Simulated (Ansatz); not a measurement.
A computed series for MoP: response to strain

The parent structure is MoP (space group P-6m2, No. 187; a = 3.2076 Å, c = 3.1727 Å; relaxed with 0.1 eV smearing).

Strains are applied to the cell and any free atomic positions relax.

Level of theory: PBEsol (Ansatz, a quantum-chemistry and plane-wave program), scalar-relativistic without spin-orbit coupling.

Notes on the quantities. pressure: mean of the normal stresses, compression positive.

```
isotropic strain (%)  pressure (GPa)
--------------------  --------------
-2.19                           18.6
0                                0.0
1                               -6.8
1.02                            -6.9
3.43                               ?
5.96                           -28.5
```

Task: Fit P = P₀ − Bδ + Cδ² with δ = (1 + ε)³ − 1 to the rows shown and predict the withheld row.

Result: Least squares on the printed values gives P₀ = 0.2 GPa, B = 251 GPa (at held cell shape), C = 525 GPa (largest residual 0.2 GPa); this predicts -20.5 GPa, and the run gives -19.5 GPa, 1.0 higher.

Stability against distortions was not tested. The final runs are not spin-polarised. An odd electron count without spin: MoP.
